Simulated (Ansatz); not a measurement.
A self-consistent single point of W (Im-3m, 1 atom in the cell) with Ansatz (a quantum-chemistry and plane-wave program).

Method: PBE (plane waves, PAW; Ansatz).

The change in words: lattice scaled by 0.98; kpoints.mp_grid.grid: 15 15 15 → 14 14 14. Reference geometry:
```
CELL_PARAMETERS angstrom
     -1.57210     1.57210     1.57210
      1.57210    -1.57210     1.57210
      1.57210     1.57210    -1.57210
ATOMIC_POSITIONS crystal
  W  0.00000 0.00000 0.00000
```

Reference input (self-consistent single point, DFT, PBE, plane waves, default PAW files): basis.ecutwfc = 420 eV; kpoints.mp_grid.grid = 15 15 15; hamiltonian.xc = pbe; hamiltonian.pseudopotentials = {kind: paw} (the program's default PAW files); scf.occupations.method = fermi_dirac; scf.occupations.width = 0.1 eV. This run's input differs from it in these lines:

Ansatz 0.2 input:
```diff
@@ -3,5 +3,5 @@
   lattice:
-    - [-1.57210000, 1.57210000, 1.57210000]
-    - [1.57210000, -1.57210000, 1.57210000]
-    - [1.57210000, 1.57210000, -1.57210000]
+    - [-1.54065800, 1.54065800, 1.54065800]
+    - [1.54065800, -1.54065800, 1.54065800]
+    - [1.54065800, 1.54065800, -1.54065800]
   atoms:
@@ -11,3 +11,3 @@
 kpoints:
-  mp_grid: { grid: [15, 15, 15] }
+  mp_grid: { grid: [14, 14, 14] }
 hamiltonian:
```

The program printed (abridged):

```
SCF iter   1: F=—  HF=-10384.667679 eV  |F-HF|=—  |Δ(HF+E_count)|=         —  Δρ=1.93e-3  dr2=1.65e-4  ethr=1.77e-3  ⟨swp⟩=5.0  Hψ=6022  notcnv=0
all-band conjugate gradients solve this SCF's bands
preconditioner: auto → none
SCF iter   2: F=—  HF=-10384.667405 eV  |F-HF|=—  |Δ(HF+E_count)|=   2.73e-4  Δρ=9.83e-4  dr2=4.39e-5  ethr=1.18e-6  ⟨swp⟩=2.7  Hψ=2715  notcnv=0
SCF iter   3: F=—  HF=-10384.667438 eV  |F-HF|=—  |Δ(HF+E_count)|=   3.24e-5  Δρ=3.02e-4  dr2=1.14e-5  ethr=3.13e-7  ⟨swp⟩=2.0  Hψ=1878  notcnv=0
SCF iter   4: F=—  HF=-10384.667434 eV  |F-HF|=—  |Δ(HF+E_count)|=   3.68e-6  Δρ=1.83e-4  dr2=4.08e-6  ethr=8.14e-8  ⟨swp⟩=1.1  Hψ=1173  notcnv=0
SCF iter   5: F=—  HF=-10384.667432 eV  |F-HF|=—  |Δ(HF+E_count)|=   1.84e-6  Δρ=5.42e-5  dr2=3.50e-7  ethr=2.92e-8  ⟨swp⟩=2.0  Hψ=1825  notcnv=0
SCF iter   6: F=-10384.667432 eV  HF=-10384.667432 eV  |F-HF|=5.74e-8  |Δ(HF+E_count)|=   1.24e-7  Δρ=2.40e-5  dr2=7.05e-8  ethr=7.14e-10  ⟨swp⟩=5.0  Hψ=5288  notcnv=0
SCF 1 converged in 6 iterations: F = -10384.667432 eV  dr2 = 7.05e-8
Free energy (F): -10384.667432 eV
Internal energy: -10384.647495 eV  (E = F + TS)
E sigma→0 (E₀):  -10384.657463 eV
Entropy (-TS):   -0.019937 eV (-19.937 meV/atom)
Fermi energy:    24.873533 eV
--- Forces (eV/Å), atoms counted from 1 ---
  atom   1  W      0.00000000    -0.00000000     0.00000000
--- Stress (GPa, compression-positive) ---
       36.405997       0.000000      -0.000000
       -0.000000      36.405997       0.000000
        0.000000       0.000000      36.405997
  P = ⅓ Tr σ = 36.4060 GPa (364.060 kbar)
  The stress holds the Pulay correction. Without it, at fixed plane waves, as pw.x and ABINIT print it: P = 36.3136 GPa
```

The run converged in 6 iterations. Against the reference run the free energy goes up by 138 meV/atom and the pressure goes from 12.41 to 36.41 GPa.

The starting cell has typed, rounded lattice constants, without a prior relaxation at this level. Its lattice was rescaled by up to half a per cent. For this run, on top of that: lattice scaled by 0.98. Spin polarisation is off. With a pressure of about 36 GPa the cell is away from its equilibrium volume at this level. Ansatz's pressure includes its estimate of the finite-basis (Pulay) stress.
